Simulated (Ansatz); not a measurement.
**Habitual settings against a tight run: SnO (Pmn2_1, 4 atoms in the cell)**

Self-consistent single point.

```
SnO
1.0
    3.43653     0.00000     0.00000
    0.00000     5.81198     0.00000
    0.00000     0.00000     4.32456
Sn O
2 2
Direct
  0.00000   0.23191   0.51314
  0.50000   0.76809   0.01314
  0.00000   0.89125   0.73686
  0.50000   0.10875   0.23686
```

Method of the run: PBEsol, PAW files made with PBE (plane waves; Ansatz, a program for electronic structure).

Base settings: basis.ecutwfc = 420 eV; kpoints.mp_grid.grid = 10 6 8; hamiltonian.xc = pbesol; hamiltonian.pseudopotentials = {kind: paw} (the program's default PAW files); scf.occupations.method = fixed.

Tight run (finer mesh or higher cutoff; not a proven limit): basis.ecutwfc: 420 eV → 590 eV; kpoints.mp_grid.grid: 10 6 8 → 14 9 11; scf.convergence.dr2_threshold: default (1e-07 eV) → 1e-09 eV. It gave top of the valence band (on the code's own zero) 6.21 eV; gap on the k-point mesh 1.43 eV; pressure -7.32 GPa; largest force (vector length) 1.303 eV/Å.

Quick runs, as changes from the base:
- A: the base itself
- B: kpoints.mp_grid.grid: 10 6 8 → 4 4 4; kpoints.mp_grid.shift: default → 0.5 0.5 0.5
- C: basis.ecutwfc: 420 eV → 210 eV; kpoints.mp_grid.grid: 10 6 8 → 4 4 4; hamiltonian.xc: pbesol → lda; kpoints.mp_grid.shift: default → 0.5 0.5 0.5 [LDA (PW92)]
- D: basis.ecutwfc: 420 eV → 250 eV; kpoints.mp_grid.grid: 10 6 8 → 6 6 6; scf.occupations.method: fixed → cold; scf.occupations.width: default → 0.136 eV; scf.convergence.dr2_threshold: default (1e-07 eV) → 0.0001 eV
- E: basis.ecutwfc: 420 eV → 250 eV; kpoints.mp_grid.grid: 10 6 8 → 3 3 3; hamiltonian.xc: pbesol → lda; scf.convergence.dr2_threshold: default (1e-07 eV) → 0.001 eV [LDA (PW92)]
- F: basis.ecutwfc: 420 eV → 210 eV; kpoints.mp_grid.grid: 10 6 8 → 2 2 2; kpoints.mp_grid.shift: default → 0.5 0.5 0.5
- G: kpoints.mp_grid.grid: 10 6 8 → 2 2 2; hamiltonian.xc: pbesol → b3lyp [B3LYP]
- H: kpoints.mp_grid.grid: 10 6 8 → 2 2 2; hamiltonian.xc: pbesol → hse06 [HSE06]

Dashes: energy of C, E, G, H, another energy zero; count of G, H, another kind of functional, whose work the count does not hold.

Gaps are read on each run's own mesh, which may miss the band edges.

† marks runs with another functional, U, potentials or spin treatment: their distance from the tight run is not a convergence error alone.

The count of work is k-points × plane waves × bands × iterations; it is no time. 

Pressures in the table are Ansatz's without its Pulay estimate, at a fixed set of plane waves; the tight run's value above holds the estimate.

The starting cell comes from a database of computed structures (which also holds hypothetical and non-ambient phases and stackings), without a prior relaxation at this level. Its lattice was rescaled by a random factor within 2.5 % of one. In the base run, with a pressure of about -7 GPa the cell is away from its equilibrium volume at this level. In the base run, forces exceed 1 eV/Å.

| run | energy less tight (meV/atom) | pressure less tight (GPa) | largest miss in a force vector (eV/Å) | gap on the mesh less tight (eV) | count of work / tight |
|---|---|---|---|---|---|
| A | 2.0 | -0.17 | 0.001 | -0.051 | 0.27 |
| B | 2.2 | -0.12 | 0.005 | 0.570 | 0.018 |
| C† | – | -106.57 | 0.508 | 0.597 | 0.0056 |
| D | 877.7 | -34.67 | 0.241 | 0.178 | 0.044 |
| E† | – | -37.71 | 0.601 | 0.276 | 0.0055 |
| F | 2977.9 | -102.96 | 0.316 | 2.142 | 0.00070 |
| G† | – | 2.93 | 0.103 | 1.703 | – |
| H† | – | 0.06 | 0.169 | 1.146 | – |

The base run finds a smaller gap than the tight one, whose mesh may miss a band edge.

Among the runs at the tight run's level, the energy misses run from 2.0 to 2977.9 meV/atom.

Keys are those of Ansatz 0.2.
